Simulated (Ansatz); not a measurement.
Seebeck coefficient (μV/K, mean over directions) of n-type Hf3N4 (Fd-3m) against carrier density, PBEsol, rigid bands (Ansatz, a first-principles code). Computed gap 0.78 eV; densities at which minority carriers matter at this gap, or further valleys turn the trend, are left out. Conductivity mass 0.29 mₑ (harmonic mean over directions), N_c = 9.3e18 cm⁻³ at 300 K.

| electron density | 300 K | 500 K |
|---|---|---|
| 1e17 cm⁻³ | -602 | -671 |
| 1e18 cm⁻³ | -404 | -473 |
| 3e18 cm⁻³ | [?] | -379 |
| 1e19 cm⁻³ | [?] | -279 |
| 3e19 cm⁻³ | -135 | -192 |
| 1e20 cm⁻³ | -71 | -112 |
| 3e20 cm⁻³ | -38 | [?] |
| 1e21 cm⁻³ | -19 | -32 |

Q: Some entries are withheld; supply them.

A: 
- 3e18 cm⁻³, 300 K: -311
- 1e19 cm⁻³, 300 K: -214
- 3e20 cm⁻³, 500 K: -62

Rigid bands with a gap fixed in temperature, one relaxation time for all states, no polarons or phonon drag, and whether or not such doping can be reached. Spin-orbit coupling is left out; with 5d elements it also splits d-like band edges.

Computed structure with no diffraction record at hand here (it may be known, metastable or hypothetical): Hf3N4 (Fd-3m).
